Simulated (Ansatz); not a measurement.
Start from BaS in the rock salt structure (space group Fm-3m, No. 225; a = 6.429 Å).

The values are results of PBE in Ansatz (plane waves to 420 eV, PAW, without spin-orbit coupling), not measurements.

Before the change:

| Quantity | Value |
|---|---|
| Smallest direct gap | 2.35 eV |

It is then changed as follows: every lattice vector is shortened by 0.50 %; the atoms relax in the strained cell.

Task: What happens to the smallest direct gap?

Result: The smallest direct gap shrinks by 0.03 eV to 2.32 eV.

Task: Predict the new energy relative to the base.

Result: The energy increases by 1.0 meV/atom.

No phonon test of stability was made.

Ansatz is an electronic-structure program.
